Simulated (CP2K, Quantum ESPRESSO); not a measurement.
A CP2K input for a self-consistent single point of LuTlSe2 (R-3m, 4 atoms in the cell) (DFT PBEsol, GPW, DZVP-MOLOPT-SR-GTH basis, GTH-PBE potentials (GTH_POTENTIALS)):

```
&GLOBAL
  PROJECT run
  RUN_TYPE ENERGY_FORCE
  PRINT_LEVEL LOW
&END GLOBAL
&FORCE_EVAL
  METHOD Quickstep
  STRESS_TENSOR ANALYTICAL
  &DFT
    BASIS_SET_FILE_NAME BASIS_MOLOPT
    BASIS_SET_FILE_NAME BASIS_MOLOPT_UCL
    POTENTIAL_FILE_NAME GTH_POTENTIALS
    &QS
      METHOD GPW
      EPS_DEFAULT 1E-10
    &END QS
    &MGRID
      CUTOFF 500
      REL_CUTOFF 50
      NGRIDS 5
    &END MGRID
    &SCF
      SCF_GUESS ATOMIC
      EPS_SCF 1E-6
      MAX_SCF 100
      ADDED_MOS 9
      &DIAGONALIZATION
        ALGORITHM STANDARD
      &END DIAGONALIZATION
      &MIXING
        METHOD BROYDEN_MIXING
        ALPHA 0.3
        NBUFFER 10
        BETA 1.5
      &END MIXING
      &SMEAR ON
        METHOD FERMI_DIRAC
        ELECTRONIC_TEMPERATURE [K] 232.09
      &END SMEAR
    &END SCF
    &KPOINTS
      SCHEME MONKHORST-PACK 6 6 6
      GAMMA_CENTERED T
    &END KPOINTS
    &XC
      &XC_FUNCTIONAL
        &PBE
          PARAMETRIZATION PBESOL
        &END PBE
      &END XC_FUNCTIONAL
    &END XC
    &PRINT
      &MO
        EIGENVALUES T
        OCCUPATION_NUMBERS T
        NDIGITS 8
        FILENAME mo
        &EACH
          QS_SCF 0
        &END EACH
        ADD_LAST NUMERIC
      &END MO
      &MULLIKEN OFF
      &END MULLIKEN
    &END PRINT
  &END DFT
  &SUBSYS
    &CELL
      A 8.08875600 0.00000000 0.00000000
      B 7.06023100 3.94729200 0.00000000
      C 7.06023100 1.83964700 3.49239400
      PERIODIC XYZ
    &END CELL
    &COORD
      SCALED
      Lu       0.00000000     0.00000000     0.00000000
      Tl       0.50000000     0.50000000     0.50000000
      Se       0.73313700     0.73313700     0.73313700
      Se       0.26686300     0.26686300     0.26686300
    &END COORD
    &KIND Lu
      BASIS_SET DZVP-MOLOPT-SR-GTH
      POTENTIAL GTH-PBE-q25
    &END KIND
    &KIND Tl
      BASIS_SET DZVP-MOLOPT-SR-GTH
      POTENTIAL GTH-PBE-q13
    &END KIND
    &KIND Se
      BASIS_SET DZVP-MOLOPT-SR-GTH
      POTENTIAL GTH-PBE-q6
    &END KIND
  &END SUBSYS
  &PRINT
    &FORCES ON
    &END FORCES
    &STRESS_TENSOR ON
    &END STRESS_TENSOR
  &END PRINT
&END FORCE_EVAL
```

Write the same calculation as an input for Quantum ESPRESSO.

One input that does it (others would too):

```fortran
&control
   calculation = 'scf'
   prefix = 'LuTlSe2'
   outdir = './out'
   pseudo_dir = './'
   verbosity = 'high'
   tprnfor = .true.
   tstress = .true.
/
&system
   ibrav = 5
   A = 8.0887556900
   cosAB = 0.872845071969
   nat = 4
   ntyp = 3
   ecutwfc = 50
   ecutrho = 400
   occupations = 'smearing'
   smearing = 'fermi-dirac'
   degauss = 0.00147
   input_dft = 'pbesol'
/
&electrons
   conv_thr = 1.0d-9
/
ATOMIC_SPECIES
Lu   174.9668  Lu.GGA-PBE-paw-v1.0.UPF
Tl   204.3800  Tl_pbe_v1.2.uspp.F.UPF
Se    78.9710  Se_pbe_v1.uspp.F.UPF
ATOMIC_POSITIONS alat
Lu    0.0000000000    0.0000000000    0.0000000000
Tl    0.0000000000    0.0000000000    1.4350148459
Se    0.0000000000    0.0000000000    2.1041249582
Se    0.0000000000    0.0000000000    0.7659047336
K_POINTS automatic
6 6 6  0 0 0
```

Basis, cutoffs, solver keys and any potentials are the target program's own. This input uses DFT, PBEsol, plane waves, SSSP 1.1.2 efficiency (PBE) pseudopotentials.

The starting cell comes from a database of computed structures (which also holds hypothetical and non-ambient phases and stackings), without a prior relaxation at this level.
